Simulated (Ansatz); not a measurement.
Stishovite (SiO2) was calculated with HSE06 (Ansatz, a first-principles code, plane waves, PAW).

Run with plane-wave cutoff 460 eV, 6×6×8 k mesh (along the axes of the cell as run), Fermi–Dirac smearing 0.01 eV, scalar-relativistic PAW data made under PBE.

Cell (relaxed at this level):

```xyz
6
Lattice="4.1804 0.0000 0.0000 0.0000 4.1804 0.0000 0.0000 0.0000 2.6617" Properties=species:S:1:pos:R:3 pbc="T T T"
Si     0.0000     0.0000     0.0000
Si     2.0902     2.0902     1.3308
O      1.2802     1.2802     0.0000
O      3.3704     0.8100     1.3308
O      0.8100     3.3704     1.3308
O      2.9002     2.9002     0.0000
```

**Question.** What does this level give for the band gap?

**Answer.** 
band gap: 7.77 eV (on the SCF k mesh) (direct)

Static lattice: no zero-point or thermal effects.

It cost about 21 core-minutes (a rough figure) of CPU time.
